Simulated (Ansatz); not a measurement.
Spacing of the highest filled and lowest empty level at the zone centre in eight small model glasses of hand-chosen composition and density, fast-quenched (anions pushed apart in CHGNet runs), each at its PBE geometry, by PBE and by r2SCAN (Ansatz, a program for electronic structure, plane waves, PAW). The cells are the first eight to finish that balance their formal charges, show no moments and no lower geometry on charging where those were tested, and have a gap at both levels; defect levels can set the spacings.

```tsv
cell	quench by	pressure (GPa)	levels at the gap	PBE (eV)	experiment, tabulated (eV)
In9Ga9Zn9O41Nb2	CHGNet	0.3	spread	1.14	-
In9Ga9Zn9O39Lu2	CHGNet	-0.2	spread	0.80	-
Si24O49Ba	CHGNet	0.7	localised at the filled edge	4.04	-
Si24O53P2	CHGNet	0.4	localised at the filled edge	4.87	-
Ti20O43W	CHGNet	1.9	spread	2.64	-
Al28O43Sr	CHGNet	-0.6	localised at the filled edge	3.68	-
Zr20O41Zn	CHGNet	0.0	localised at the filled edge	3.34	-
Ti20O45P2	CHGNet	0.4	localised at the filled edge	2.38	-
```

Task: What does r2SCAN give, and how does it move these values against PBE?

Result: In9Ga9Zn9O41Nb2 1.59, In9Ga9Zn9O39Lu2 1.23, Si24O49Ba 4.65, Si24O53P2 5.54, Ti20O43W 2.99, Al28O43Sr 4.32, Zr20O41Zn 3.79, Ti20O45P2 2.72 eV. It raises them by +0.34 to +0.67 eV, +0.49 eV on average. A straight line through the eight gives r2SCAN = 1.06 × PBE +0.31 eV, with a scatter of 0.09 eV.
